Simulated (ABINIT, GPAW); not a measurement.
An ABINIT input for a self-consistent single point of Zn (P6_3/mmc, 4 atoms in the cell) (DFT, PBE, plane waves, PAW (JTH v2.0 PBE PAW)):

```
# Zn, JTH v2.0 PBE PAW
pp_dirpath "./"
pseudos "Zn.GGA_PBE-JTH.xml"
acell 2.8313982331 2.8313982331 9.1100450000 Angstrom
rprim
         1.0000000000   -0.0000000191    0.0000000000
        -0.4999999835    0.8660254133    0.0000000000
         0.0000000000    0.0000000000    1.0000000000
natom 4
ntypat 1
znucl 30
typat 1 1 1 1
xcart
         0.0000000000    0.0000000000    0.0000000000
         0.0000000000    0.0000000000    8.6077450165
         0.0000000590    3.0891514192    4.3038725083
         2.6752836347    1.5445756585   12.9116175248
ecut 60 Ry
pawecutdg 120 Ry
pawxcdev 0
occopt 7
tsmear 0.272 eV
nband 31
kptopt 1
ngkpt 13 13 4
nshiftk 1
shiftk 0 0 0
nstep 100
tolvrs 1.0e-10
prtwf 0
prtden 0
enunit 1
```

Write the same calculation as an input for GPAW.

This is the input that was run; spellings and numerical settings could be chosen otherwise.

```python
from ase import Atoms
from ase.units import GPa
from gpaw import GPAW, PW

atoms = Atoms(['Zn', 'Zn', 'Zn', 'Zn'],
              cell=[[2.831398, 0.000000, 0.000000],
                    [-1.415699, 2.452063, 0.000000],
                    [0.000000, 0.000000, 9.110045]],
              scaled_positions=[[0.000000, 0.000000, 0.000000],
                                [0.000000, 0.000000, 0.500000],
                                [0.333333, 0.666667, 0.250000],
                                [0.666667, 0.333333, 0.750000]],
              pbc=True)

calc = GPAW(mode=PW(800),
            xc='PBE',
            kpts={'size': (13, 13, 4), 'gamma': True},
            occupations={'name': 'methfessel-paxton', 'width': 0.272, 'order': 0},
            nbands=-10,
            symmetry={'symmorphic': False, 'tolerance': 0.0005},
            maxiter=120,
            txt='-')

atoms.calc = calc

energy = atoms.get_potential_energy()
print('Energy (eV):', round(energy, 6))
forces = atoms.get_forces()
print('Forces (eV/Ang):')
print(forces.round(5))
stress = atoms.get_stress()
print('Stress (GPa, Voigt):', (stress / GPa).round(4))
```

Basis settings and potentials, where a program has them, do not carry over. This input uses DFT PBE, plane waves, GPAW PAW datasets PBE (gpaw-data 1.0.1). Both were run: pressure -2.95 GPa in ABINIT and -3.01 in GPAW.

On GPAW: the starting cell was generated: these elements placed on a structure prototype, without a prior relaxation; it need not be a known phase or ordering of this composition. Its lattice was rescaled by a random factor within 2.5 % of one. With a pressure of about -3 GPa the cell is away from its equilibrium volume at this level.

On ABINIT: the starting cell was generated: these elements placed on a structure prototype, without a prior relaxation; it need not be a known phase or ordering of this composition. Its lattice was rescaled by a random factor within 2.5 % of one.
